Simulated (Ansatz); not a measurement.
The starting structures come from a database of crystals and need not be the phases stable at ambient conditions.

Inside the gap of an insulator the Bloch states are evanescent, with a wavenumber k + iκ along the transport direction.

Input:

```
ZrO2
1.0
    3.38795     0.00000     0.00000
    0.00000     6.58922     0.00000
    0.00000     0.00000     5.63274
Zr O
4 8
Cartesian
  2.54096   5.87482   4.23323
  0.84699   0.71440   1.39951
  0.84699   2.58021   4.21588
  2.54096   4.00901   1.41686
  0.84699   4.34388   5.50893
  2.54096   2.24534   0.12381
  2.54096   1.04927   2.94018
  0.84699   5.53995   2.69256
  0.84699   0.50408   4.84832
  2.54096   6.08514   0.78442
  2.54096   3.79869   3.60079
  0.84699   2.79053   2.03195
```

Space group of this cell: Pnma. The cell is taken as given; by PBEsol its mean pressure is -12.4 GPa.

Transport runs along the normal of the first two printed cell vectors.

The gap is the functional's own, uncorrected, and κ follows it; spin-orbit coupling is left out. Mid-gap values are interpolated between the computed energies.

Q: Estimate the band gap and the smallest decay constant κ at mid-gap that PBEsol in Ansatz (a quantum-chemistry and plane-wave program) returns for this system.

A: Gap 2.81 eV on a 10×6×6 mesh; κ = 0.423 1/Å, at the zone centre.
